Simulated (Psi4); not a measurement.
Psi4 1.11, B3LYP/def2-svp: Mo(NH)2(F)(Br) ([NH]=[Mo](=[NH])([F])[Br]), 7 atoms. The geometry is a generated start, not checked to be a minimum at this level.

```yaml
task: energy
method: b3lyp
basis: def2-svp
memory: 3 GB
maxiter: 100
keys_of_the_molecule_block: symmetry c1
scf_type: df (default)
guess: auto, which took SAD (default)
scf_initial_accelerator: adiis (default)
e_convergence: 1e-06 (default)
d_convergence: 1e-06 (default)
dft_radial_points: 75 (default)
dft_spherical_points: 302 (default)
effective_core_potentials: those of the basis set, past Kr
basis_functions: 115
grid_points: 152235
```

```xyz
7

Mo     0.0199     0.3347     0.2418
N     -1.4089    -0.6322     0.1046
H     -2.1762    -1.2408    -0.1557
N      1.2087    -0.0205    -0.9669
H      1.7549    -0.3216    -1.7654
F     -0.3992     2.0859     0.2124
Br     1.0008    -0.2054     2.3292
```

Charge 0 and multiplicity 1 are set for this test and not shown to be the ground state.

One run each on 2 threads. Values of diis_max_vecs tried: 3, 6, 10 (default), 20.

Q: How does the count of SCF iterations change with diis_max_vecs, and where is it least?

A: Fewest SCF iterations, within one of each other: 6 with 12, 10 (default) with 12, 20 with 12. The run ends without SCF convergence in 100 iterations at 3.

```tsv
diis_max_vecs	SCF iterations	end
3	100	no convergence
6	12	same solution
10 (default)	12	same solution
20	12	same solution
```
